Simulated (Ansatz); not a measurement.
Ansatz (an electronic-structure program) run on MgTl (P4mm, 2 atoms in the cell): self-consistent single point.

Method of the run: LDA (PW92), default PAW files made with PBE (plane waves; Ansatz).

```
CELL_PARAMETERS angstrom
      3.61961     0.00000     0.00000
      0.00000     3.61961     0.00000
      0.00000     0.00000     3.61961
ATOMIC_POSITIONS crystal
  Mg 0.00000 0.00000 0.01381
  Tl 0.50000 0.50000 0.50000
```

Reference input (self-consistent single point, DFT, LDA (PW92), plane waves, default PAW files made with PBE): basis.ecutwfc = 420 eV; kpoints.mp_grid.grid = 9 9 9; hamiltonian.xc = lda; hamiltonian.pseudopotentials = {kind: paw} (the program's default PAW files); scf.occupations.method = gaussian; scf.occupations.width = 0.1 eV. This run's input differs from it in these lines:

Ansatz 0.2 input:
```diff
@@ -9,3 +9,3 @@
 basis:
-  ecutwfc: 420.0
+  ecutwfc: 210.0
 kpoints:
```

Output, abridged:

```
SCF iter   1: F=—  HF=-13044.287181 eV  |F-HF|=—  |Δ(HF+E_count)|=         —  Δρ=4.69e-2  dr2=5.57e-1  ethr=1.77e-3  ⟨swp⟩=5.0  Hψ=5851  notcnv=0
all-band conjugate gradients solve this SCF's bands
preconditioner: auto → none
SCF iter   2: F=—  HF=-13043.941666 eV  |F-HF|=—  |Δ(HF+E_count)|=   3.46e-1  Δρ=1.35e-2  dr2=3.55e-2  ethr=1.77e-3  ⟨swp⟩=2.0  Hψ=2657  notcnv=0  defer=41
   [... lines left out ...]
SCF iter   4: F=—  HF=-13043.919002 eV  |F-HF|=—  |Δ(HF+E_count)|=   1.49e-3  Δρ=7.58e-4  dr2=1.48e-4  ethr=1.17e-5  ⟨swp⟩=2.0  Hψ=1546  notcnv=0  defer=40
SCF iter   5: F=—  HF=-13043.918979 eV  |F-HF|=—  |Δ(HF+E_count)|=   2.27e-5  Δρ=8.08e-5  dr2=1.78e-6  ethr=6.45e-7  ⟨swp⟩=2.1  Hψ=1395  notcnv=0  defer=40
SCF iter   6: F=—  HF=-13043.918977 eV  |F-HF|=—  |Δ(HF+E_count)|=   1.99e-6  Δρ=7.51e-6  dr2=3.01e-8  ethr=4.35e-10  ⟨swp⟩=6.4  Hψ=5203  notcnv=0
SCF iter   7: F=-13043.918977 eV  HF=-13043.918977 eV  |F-HF|=9.17e-9  |Δ(HF+E_count)|=  3.09e-10  Δρ=3.60e-6  dr2=1.13e-8  ethr=1.31e-10  ⟨swp⟩=2.0  Hψ=3879  notcnv=0
SCF 1 converged in 7 iterations: F = -13043.918977 eV  dr2 = 1.13e-8
Free energy (F): -13043.918977 eV
Internal energy: -13043.913592 eV  (E = F + TS)
E sigma→0 (E₀):  -13043.916285 eV
Entropy (-TS):   -0.005385 eV (-2.692 meV/atom)
Fermi energy:    9.249056 eV
--- Forces (eV/Å), atoms counted from 1 ---
  atom   1  Mg    -0.00000000     0.00000000    -0.05698144
  atom   2  Tl     0.00000000     0.00000000     0.05703220
--- Stress (GPa, compression-positive) ---
       -2.426643       0.000000       0.000000
        0.000000      -2.426643       0.000000
       -0.000000       0.000000      -2.435247
  P = ⅓ Tr σ = -2.4295 GPa (-24.295 kbar)
  The stress holds the Pulay correction. Without it, at fixed plane waves, as pw.x and ABINIT print it: P = -82.3158 GPa
```

The run converged in 7 iterations. Against the reference run the free energy rises by 2.24 eV/atom, the pressure goes from -1.95 to -2.43 GPa and the largest force goes from 0.077 to 0.057 eV/Å.

The starting cell comes from a database of computed structures (which also holds hypothetical and non-ambient phases and stackings), without a prior relaxation at this level. Its lattice was rescaled by up to half a per cent. One atom was moved a little off its site on purpose. Ansatz's pressure includes its estimate of the finite-basis (Pulay) stress. Without the estimate this run gives -82.32 GPa. The cutoff lies below the one recommended for these files.
